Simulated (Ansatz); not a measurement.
Effect of uniaxial stress, 2 GPa compression along z on Ga2O3

Base system: Ga$_{2}$O$_{3}$ in the corundum structure (space group R-3c, No. 167; a = 4.985 Å, c = 13.442 Å (hexagonal axes)). Axes: x lies along a and z along c of the hexagonal cell.

Now apply this change: uniaxial stress, 2 GPa compression along z; all other stress components relax to zero.

Level of theory: r2SCAN, PAW, 500 eV (Ansatz, a first-principles code; without spin-orbit coupling). Γ-centred 8×8×8 mesh, Fermi–Dirac width 0.05 eV.

The space group stays R-3c (No. 167) and the shortest interatomic distance hardly moves (1.925 Å against 1.924 Å). The energy goes up by 0.4 meV/atom and the band gap grows by 0.03 eV, from 3.55 eV to 3.58 eV. The gap character remains indirect, Γ–S₀ (50 % along) → Γ and the smallest direct gap grows by 0.04 eV (3.81 eV → 3.85 eV). The electron mass remains 0.25 mₑ (at Γ) and the strain response (xx, yy, zz) is (+0.15, +0.15, −0.64) %. The secant Young's modulus along z comes out as 310 GPa and the mean lateral Poisson ratio amounts to 0.23.

Final structure:

```yaml
crystal:
  lattice:
    - [2.49593, 1.44102, 4.45205]
    - [-2.49593, 1.44102, 4.45205]
    - [0.00000, -2.88205, 4.45205]
  atoms:
    - { symbol: Ga, position: [0.35570, 0.35570, 0.35570] }
    - { symbol: Ga, position: [0.14430, 0.14430, 0.14430] }
    - { symbol: Ga, position: [0.64430, 0.64430, 0.64430] }
    - { symbol: Ga, position: [0.85570, 0.85570, 0.85570] }
    - { symbol: O, position: [0.55351, 0.94649, 0.25000] }
    - { symbol: O, position: [0.25000, 0.55351, 0.94649] }
    - { symbol: O, position: [0.94649, 0.25000, 0.55351] }
    - { symbol: O, position: [0.44649, 0.05351, 0.75000] }
    - { symbol: O, position: [0.75000, 0.44649, 0.05351] }
    - { symbol: O, position: [0.05351, 0.75000, 0.44649] }
```

Masses are band curvatures over ±0.01 Å⁻¹ around the edge. Semilocal Kohn–Sham gaps tend to fall short of experiment. Stability under load was not tested beyond the relaxation.
